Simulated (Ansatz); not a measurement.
White tin (β-Sn) was calculated with BLYP in Ansatz (plane waves, PAW).

Settings: plane-wave cutoff 520 eV, 20×20×20 k mesh, Fermi–Dirac smearing 0.05 eV, scalar-relativistic PAW data made under PBE.

Energies at three volumes about the minimum:

| V (Å³/atom) | E − E_lowest (meV/atom) |
|---|---|
| 30.566 | 1.44 |
| 31.190 | 0.00 |
| 31.813 | 1.30 |

**Question.** Fit a parabola by hand: where is the minimum, and what is the bulk modulus?

**Answer.** Slopes: (0.00 − 1.44)/(31.190 − 30.566) = -2.308 and (1.30 − 0.00)/(31.813 − 31.190) = 2.087 meV/Å³. Curvature E″ = 2 × (2.087 − (-2.308))/(31.813 − 30.566) = 7.049 meV/Å⁶. From the middle of the first interval, the slope vanishes at V0 = 30.8780 − (-2.308)/7.049 = 31.205 Å³/atom. B = V0 E″ = 31.205 × 7.049 meV/Å³ × 0.1602 GPa per meV/Å³ = 35.2 GPa. The full Birch–Murnaghan fit to all volumes gives V0 = 31.193 Å³/atom and B0 = 35.2 GPa.

Shape and atoms are relaxed at each volume.

Measured, for comparison: bulk modulus 57.0 GPa (temperature not stated, no zero-point or thermal correction; as tabulated in Chen et al. (2023), arXiv:2209.05059). Computed (rounded) less measured: bulk modulus -38 %.

Note: the cell is over a tenth larger than the published one: the level's own overestimate first of all, though another phase or state, or a fault of the published cell, is possible; the bulk modulus comes from volumes at which shape and atoms were relaxed.

Ansatz is a program for electronic structure.
